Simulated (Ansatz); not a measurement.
**TiB2, point defects**

The reference is a 12-atom supercell of TiB2 (space group P6/mmm, No. 191; a = 3.032 Å, c = 3.224 Å) at its relaxed geometry.

One neutral defect a cell, atoms relaxed at fixed cell.

All numbers come from PBE in Ansatz (plane waves to 420 eV, PAW, spin-orbit coupling left out), earlier PAW set.

| case | pressure | largest displacement of a host atom from its site in the perfect cell |
|---|---|---|
| perfect supercell | 0.0 GPa | – |
| B vacancy, symmetric start | -1.0 GPa | 0.03 Å |
| B interstitial (started 1.54 Å from the nearest host atom), symmetric start | 24.2 GPa | 0.33 Å |
| B on a Ti site (antisite), symmetric start | -7.2 GPa | 0.02 Å |
| In on a B site | [?] | [?] |
| Hf on a Ti site, symmetric start | 11.7 GPa | 0.03 Å |

**Question.** Some entries are withheld; estimate them.

**Answer.** 
- In on a B site, pressure: 50.3 GPa
- In on a B site, largest displacement of a host atom from its site in the perfect cell: 0.24 Å

In so small a cell the defect repeats every few ångströms: this is an ordered compound, not a dilute defect. Defects with a symmetric start kept the site's symmetry and may sit on a saddle; the others started slightly shaken. The final runs are not spin-polarised.

Ansatz is a quantum-chemistry and plane-wave program.
